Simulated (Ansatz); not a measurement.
Input and output of a self-consistent single point for Li3Mg (P1, 4 atoms in the cell) (Ansatz, a first-principles code).

Method of the run: PBEsol, PAW files made with PBE (plane waves; Ansatz).

The change in words: atoms moved at random. Reference geometry:
```yaml
crystal:
  lattice:
    - [-2.15793, 2.15793, 4.27820]
    - [2.15793, -2.15793, 4.27820]
    - [2.15793, 2.15793, -4.27820]
  atoms:
    - { symbol: Li, position: [0.50000, 0.50000, 0.00000] }
    - { symbol: Li, position: [0.25000, 0.75000, 0.50000] }
    - { symbol: Li, position: [0.75000, 0.25000, 0.50000] }
    - { symbol: Mg, position: [0.00000, 0.00000, 0.00000] }
```

Reference input (self-consistent single point, DFT, PBEsol, plane waves, PAW files made with PBE): basis.ecutwfc = 420 eV; kpoints.mp_grid.grid = 11 11 11; hamiltonian.xc = pbesol; hamiltonian.pseudopotentials = {kind: paw} (the program's default PAW files); scf.occupations.method = fermi_dirac; scf.occupations.width = 0.05 eV. This run's input differs from it in these lines:

Ansatz 0.2 input:
```diff
@@ -6,6 +6,6 @@
   atoms:
-    - { symbol: Li, position_ang: [0.00000000, 0.00000000, 4.27820000] }
-    - { symbol: Li, position_ang: [2.15793000, 0.00000000, 2.13910000] }
-    - { symbol: Li, position_ang: [0.00000000, 2.15793000, 2.13910000] }
-    - { symbol: Mg, position_ang: [0.00000000, 0.00000000, 0.00000000] }
+    - { symbol: Li, position_ang: [-0.05524948, 0.03353639, 4.30200818] }
+    - { symbol: Li, position_ang: [2.14978166, -0.00329732, 2.09032852] }
+    - { symbol: Li, position_ang: [0.03558427, 2.13717071, 2.19358716] }
+    - { symbol: Mg, position_ang: [0.02781140, -0.00947763, -0.02951958] }
 basis:
```

Output, abridged:

```
SCF iter   1: F=—  HF=-2521.402820 eV  |F-HF|=—  |Δ(HF+E_count)|=         —  Δρ=1.49e-2  dr2=4.74e-1  ethr=3.10e-3  ⟨swp⟩=4.6  Hψ=43464  notcnv=0
all-band conjugate gradients solve this SCF's bands
preconditioner: auto → Kerker (q_TF=auto, 2.148 Å⁻¹)
SCF iter   2: F=—  HF=-2521.266727 eV  |F-HF|=—  |Δ(HF+E_count)|=   1.36e-1  Δρ=9.91e-3  dr2=2.27e-1  ethr=2.49e-3  ⟨swp⟩=2.0  Hψ=17265  notcnv=0  defer=25
   [... lines left out ...]
SCF iter   4: F=—  HF=-2521.161404 eV  |F-HF|=—  |Δ(HF+E_count)|=   1.59e-3  Δρ=3.81e-4  dr2=9.47e-5  ethr=2.26e-5  ⟨swp⟩=2.0  Hψ=13668  notcnv=0  defer=25
SCF iter   5: F=—  HF=-2521.161462 eV  |F-HF|=—  |Δ(HF+E_count)|=   5.83e-5  Δρ=8.77e-5  dr2=9.84e-6  ethr=4.99e-7  ⟨swp⟩=2.0  Hψ=15735  notcnv=0  defer=25
SCF iter   6: F=—  HF=-2521.161462 eV  |F-HF|=—  |Δ(HF+E_count)|=   2.53e-7  Δρ=1.66e-5  dr2=3.75e-7  ethr=5.18e-8  ⟨swp⟩=1.1  Hψ=9631  notcnv=0  defer=25
SCF iter   7: F=-2521.161462 eV  HF=-2521.161462 eV  |F-HF|=1.25e-9  |Δ(HF+E_count)|=   7.14e-8  Δρ=2.95e-6  dr2=9.93e-9  ethr=5.26e-10  ⟨swp⟩=5.9  Hψ=39010  notcnv=0
SCF 1 converged in 7 iterations: F = -2521.161462 eV  dr2 = 9.93e-9
Free energy (F): -2521.161462 eV
Internal energy: -2521.145430 eV  (E = F + TS)
E sigma→0 (E₀):  -2521.153446 eV
Entropy (-TS):   -0.016032 eV (-4.008 meV/atom)
Fermi energy:    2.374457 eV
--- Forces (eV/Å), atoms counted from 1 ---
  atom   1  Li     0.15210924    -0.09548425    -0.02112940
  atom   2  Li     0.03657413     0.00408386     0.06367941
  atom   3  Li    -0.07692438     0.04424411    -0.10683923
  atom   4  Mg    -0.11176385     0.04715899     0.06428982
--- Stress (GPa, compression-positive) ---
        0.265534      -0.026885       0.060385
       -0.026885       0.008362       0.013951
        0.060385       0.013951       0.125420
  P = ⅓ Tr σ = 0.1331 GPa (1.331 kbar)
  The stress holds the Pulay correction. Without it, at fixed plane waves, as pw.x and ABINIT print it: P = 0.1305 GPa
```

The run converged in 7 iterations. Against the reference run the free energy goes up by 3.8 meV/atom, the pressure hardly changes (0.08 to 0.13 GPa) and the largest force goes from 0.000 to 0.181 eV/Å.

The starting cell comes from a database of computed structures (which also holds hypothetical and non-ambient phases and stackings), without a prior relaxation at this level. For this run, on top of that: atoms moved at random. Ansatz's pressure includes its estimate of the finite-basis (Pulay) stress.
